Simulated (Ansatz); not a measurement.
# WSe2: axis ratio against pressure

WSe2 (2H layered, P6_3/mmc, 18.695 Å³/atom at rest, c along z) under hydrostatic pressure, with the cell free. PBEsol-D3(BJ) in Ansatz, a plane-wave DFT program (PAW, default set), 420 eV, 12×12×3 Γ-centred mesh, Fermi-Dirac smearing 0.05 eV; ions are relaxed within the symmetry of each cell.

Here P stands for pressure and y for c/a.

```csv
pressure (GPa),c/a
-2.0,3.899
-1.0,3.865
0.0,3.842
0.3,3.836
0.7,3.829
1.5,3.817
5.0,?
```

Task: Using a straight line, estimate the missing y at P = 5.0 from the other rows, showing the fit.

Result: Means: P -0.083333, y 3.8480. About the means, the sum of products is -0.18240 and the sum of squares of P is 7.7883; the slope is their ratio. Least squares gives y = 3.8460 - 0.02342·P. Residuals (row less fit): 0.0062, -0.0044, -0.0040, -0.0030, -0.0006, 0.0061; standard error 0.0055 (degrees of freedom: 4). At the withheld row, y = 3.8460 - 0.02342 × 5.0 = 3.7289. The calculation gives 3.785, 0.0561 above the prediction (49.2 % of the range of y in the table). The row lies outside the fitted rows, so this is an extrapolation. From the scatter of the fitted rows alone, a prediction at this place has a standard error of 0.0116, so the miss is 4.8 times that.

One order more, fitted to all 8 runs of the series, follows each within 0.003, so the miss is the next term of a smooth law. Other structures, which can take over under pressure, weren't tried. Rows are the converged runs of the series near zero and its far end; series whose fitted rows scatter by over a few per cent of the range, as at a crossing or softening among them, aren't shown in this form. Most that stay on the fit to the last digits aren't either.
